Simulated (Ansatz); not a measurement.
System: CdS (model structure, started from the MnP type, P6₃/mmc, No. 194, 8 atoms in the cell). Method: PBEsol in Ansatz (PAW).

Numerical settings: plane-wave cutoff 500 eV, 8×12×6 k mesh (along the axes of the cell as run), Fermi–Dirac smearing 0.05 eV, scalar-relativistic PAW data made under PBE.

Cell (relaxed at this level):

```xyz
8
Lattice="6.3647 0.0000 0.0000 0.0000 3.8087 0.0000 0.0000 0.0000 6.5960" Properties=species:S:1:pos:R:3 pbc="T T T"
Cd     3.1824     0.9522     4.9468
Cd     0.0001     0.9522     4.9471
Cd     3.1823     2.8565     1.6491
Cd     6.3646     2.8565     1.6489
S      4.7734     0.9522     0.5497
S      1.5911     0.9522     2.7483
S      1.5912     2.8565     6.0462
S      4.7736     2.8565     3.8477
```

Question: Give the computed band gap.

Answer: 
- band gap = 0.66 eV (on the SCF k mesh)

Note: the relaxation could raise the start's symmetry but not lower it, so the cell can be a saddle point.

Spin–orbit coupling is not included.

Static lattice: no zero-point or thermal effects.

A model structure was made by putting elements into a prototype or built by hand; it is no filed structure, need not be a known phase, and can be a saddle point held by its symmetry.

Ansatz is an electronic-structure program.
